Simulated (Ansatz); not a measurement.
Functionals compared on F on the 1x1 (10-10) surface of wurtzite ZnO (cut with top plane O + Zn), one in a 2x1 cell, started at the site 'over O at depth 0.9 Å', in Ansatz (plane waves, PAW). The structure was relaxed with PBE; the other rows are single points on it, each with its references at the same level. Cutoff 420 eV (500 eV for r2SCAN). The points keep PBE's geometry, so the relaxation of a polaron and the settling of charge on one site are left out.

Host crystal: wurtzite ZnO, with a band gap (PBE, scalar-relativistic without spin-orbit coupling).

Set-up: 33 atoms, 9.4 Å thick at the start under the adsorbate (thin: gaps and levels are the slab's own); mesh 3x4x1; 0.01 eV smearing; dipole correction on; 16 atoms held, the rest relaxed; start symmetry kept, larger cells not searched; spin-polarised, ending with about 0.5 μB a cell, a value that depends on the mesh; orders that need a larger cell were not tried, no spin-orbit, no U, no dispersion correction. The slab shows no gap over 0.04 eV on its mesh. At the end it is bonded to 2 Zn. In PBE it is, or lies within 0.03 eV of, the lowest of the starts that converged. These notes are the PBE run's. RPBE: The program's check for a lower electronic state was not made. r2SCAN: The program's check for a lower electronic state was not made. Adsorption energies are against ½ F2(g). A negative adsorption energy means that the adsorbate is more stable on the surface than in its reference.

| functional | adsorption energy (eV) | work function of the top face (eV) | rough cost of the single point |
|---|---|---|---|
| PBE | -1.54 | 7.30 | – |
| RPBE | [?] | [?] | roughly 5 core-minutes |
| r2SCAN | -1.64 | 7.56 | about 11 core-minutes (a rough figure) |

Problem. What belongs in the gaps?

Solution. 
- RPBE, adsorption energy (eV): -1.48
- RPBE, work function of the top face (eV): 7.14

Ansatz is a program for electronic structure.
